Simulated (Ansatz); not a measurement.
**Step by step: reaction energy**

This concerns the reaction energy. Reaction: 1/4 Si (diamond) + 1/5 TaF5 (gas) → 1/5 Ta (bcc) + 1/4 SiF4 (gas). The sign is products less reactants.

Method: Ansatz (a program for electronic structure), PAW, neutral cells at 0 K with nuclei at rest, on structures from PBE. Ansatz runs with its PAW set soft_1. Other levels take these structures. The lattices are those relaxed with PBE, so at other levels the solids can be strained, which adds to the spread. A dispersion term (D3(BJ), or D4 for r2SCAN) was computed beside these levels and is taken off wherever the name lacks it. The runs are scalar-relativistic, without spin-orbit coupling.

Total energies of the cells in eV, at zero smearing width. They compare only within one column; the weights balance every element.

```tsv
cell	atoms	weight	PBE	LDA
Ta (bcc)	1	+8/5	-9933.23296	-9683.31924
Si (diamond)	2	−1	-1271.62301	-1217.28378
SiF4 (gas)	5	+2	-3873.85580	-3787.72562
TaF5 (gas)	6	−8/5	-13980.14011	-13656.08044
```

PBE: 8/5 × (-9933.23296) − (-1271.62301) + 2 × (-3873.85580) − 8/5 × (-13980.14011) = -1.037 eV; dividing by 8 gives -0.13 eV.

LDA: 8/5 × (-9683.31924) − (-1217.28378) + 2 × (-3787.72562) − 8/5 × (-13656.08044) = -1.750 eV; dividing by 8 gives -0.22 eV.

What follows from the PBE value: Per mole of the reaction as written, -0.130 eV × 96.485 = -12.5 kJ.
